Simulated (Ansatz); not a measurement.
## Cost against accuracy: basis.ecutwfc for AlReW2O8 (P1, 12 atoms in the cell)

Cell: a = 5.0329 Å, b = 5.6458 Å, c = 6.0286 Å, α = 115.65°, β = 109.73°, γ = 90.77°.

Method of the run: PBEsol, default PAW files made with PBE (plane waves; Ansatz, a quantum-chemistry and plane-wave program).

Base settings: basis.ecutwfc = 420 eV; kpoints.mp_grid.grid = 5 4 4; hamiltonian.xc = pbesol; hamiltonian.pseudopotentials = {kind: paw} (the program's default PAW files); magnetization.spin_polarized = true; scf.occupations.method = fermi_dirac; scf.occupations.width = 0.1 eV.

Misses are taken against the tightest run, 840 eV, which need not be fully converged itself. The energy is the free energy per atom.

The count of work is k-points × plane waves × bands × iterations; it is no time, and leaves out set-up, grids and terms that scale otherwise. Core times come from one kind of shared machine and are given to one figure; runs under 30 s give none.

Ansatz's pressure holds its estimate of the finite-basis (Pulay) stress, which hides part of the cutoff error; the uncorrected pressure shows it.

The starting cell comes from a database of computed structures (which also holds hypothetical and non-ambient phases and stackings), without a prior relaxation at this level. The magnetic order is the one reached from the typed start; others were not searched systematically. The program warned that a starting moment was not kept. In the base run, with a pressure of about -14 GPa the cell is away from its equilibrium volume at this level. In the base run, forces exceed 1 eV/Å. Ansatz's pressure includes its estimate of the finite-basis (Pulay) stress.

```csv
basis.ecutwfc,energy less reference (meV/atom),pressure less reference (GPa),largest difference in the force on any atom (eV/Å),uncorrected pressure less reference (GPa),count of work / reference,core time / reference (rough)
170 eV,11544.79,31.54,3.156,-417.50,0.13,0.3
210 eV,4042.46,3.88,1.292,-199.38,0.12,0.2
250 eV,1370.36,-1.99,0.314,-86.98,0.16,0.3
295 eV,379.36,-1.03,0.124,-30.64,0.21,0.3
335 eV,110.87,-0.20,0.032,-10.96,0.25,0.3
380 eV,23.56,-0.01,0.005,-2.93,0.30,0.4
420 eV,5.13,0.00,0.002,-0.72,0.36,0.6
485 eV,0.90,0.01,0.002,0.00,0.44,0.5
545 eV,0.70,0.01,0.001,0.01,0.53,0.5
630 eV,0.35,0.00,0.000,0.01,0.65,0.7
735 eV,0.22,0.00,0.000,0.01,0.82,1.0
840 eV,0.00,0.00,0.000,0.00,1.0,1
```

Coarsest setting among those run that, with all tighter ones, holds the energy within 2 meV/atom of the reference: 485 eV, off by 0.90 meV/atom; its saving against the reference is no more than about a factor of 2 in time.

Coarsest setting among those run that, with all tighter ones, holds the energy within 0.5 meV/atom of the reference: 630 eV, off by 0.35 meV/atom; its saving against the reference is no more than about a factor of 2 in the count of work.

The step from 210 eV to 420 eV: it takes the miss in the energy from 4000 to 5.1 meV/atom, for 2.9 times the count of work and roughly 2 times the time.

Keys are those of Ansatz 0.2.
